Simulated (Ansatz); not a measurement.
Band structure of NaTiO2 (R-3m, 4 atoms in the cell).

```yaml
crystal:
  lattice:
    - [1.50659, 0.86983, 5.39905]
    - [-1.50659, 0.86983, 5.39905]
    - [0.00000, -1.73966, 5.39905]
  atoms:
    - { symbol: Na, position: [0.00000, 0.00000, 0.00000] }
    - { symbol: Ti, position: [0.50000, 0.50000, 0.50000], spin: 1.0 }
    - { symbol: O, position: [0.76381, 0.76381, 0.76381] }
    - { symbol: O, position: [0.23619, 0.23619, 0.23619] }
```
(The spins are starting values, not results.)

Method: PBEsol, PAW files made with PBE (plane waves; Ansatz, a first-principles code).

Settings: kpoints.mp_grid.grid = 8 8 8; hamiltonian.xc = pbesol; hamiltonian.pseudopotentials = {kind: paw} (the program's default PAW files); magnetization.spin_polarized = true; scf.occupations.method = fermi_dirac; scf.occupations.width = 0.1 eV; kpoints.band_path.path = [[0.0, 0.0, 0.0], [0.5, 0.0, 0.0], [0.5, 0.18397054, -0.18397054]]; kpoints.band_path.npoints = 8.

The starting cell comes from a database of computed structures (which also holds hypothetical and non-ambient phases and stackings), without a prior relaxation at this level. The starting moments vanished: the run ended non-magnetic. The program warned that a starting moment was not kept.

Levels in eV from the Fermi level, bands 13 to 20 of the first spin channel:
| point | 13 | 14 | 15 | 16 | 17 | 18 | 19 | 20 |
|---|---|---|---|---|---|---|---|---|
| Γ | -5.90 | -4.18 | -3.73 | -3.73 | 0.19 | 0.19 | 0.82 | 1.94 |
| L | -5.86 | -5.67 | -4.94 | -4.53 | -0.45 | 1.47 | 1.52 | 3.15 |
| B1 | -6.20 | -5.50 | -5.32 | -4.96 | 0.56 | 0.93 | 1.15 | 3.18 |

Bands cross the Fermi level along this path, so the cell is metallic at this level.

The net moment of the cell came out as 0.00 μB.

Keys are those of Ansatz 0.2.
